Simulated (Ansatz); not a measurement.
Take Na₂S in the anti-fluorite structure (space group Fm-3m, No. 225; a = 6.5014 Å) as the base. Axes: x, y, z lie along the cube axes.

Level of theory: PBEsol in Ansatz (plane waves to 420 eV, PAW, spin-orbit coupling left out).

Strains are applied to the cell and any free atomic positions relax; under biaxial strain the out-of-plane vector relaxes too.

One change was made to it. Results:

```json
[
 {"quantity": "pressure (mean of the normal stresses, compression positive)", "base": "0.01 GPa", "after": "-0.89 GPa"},
 {"quantity": "band gap", "base": "2.43 eV", "after": "2.25 eV"},
 {"quantity": "valence-band top at Γ (three highest levels, from the VBM)", "base": "0.00, 0.00, 0.00 eV", "after": "0.00, -0.10, -0.10 eV"}
]
```

Problem. Which change produced these results?
A) biaxial strain +2.50 %, plane normal [111], relaxed out of plane
B) biaxial strain −2.50 %, plane normal [111], relaxed out of plane
C) biaxial strain −0.42 %, plane normal [111], relaxed out of plane
D) biaxial strain +0.42 %, plane normal [111], relaxed out of plane

Solution. A, biaxial strain +2.50 %, plane normal [111], relaxed out of plane. For comparison, the band gap in the other runs: biaxial strain −0.42 %, plane normal [111], relaxed out of plane gives 2.44 eV; biaxial strain +0.42 %, plane normal [111], relaxed out of plane gives 2.40 eV; biaxial strain −2.50 %, plane normal [111], relaxed out of plane gives 2.48 eV.

No phonon test of stability was made.

Ansatz is a first-principles code.
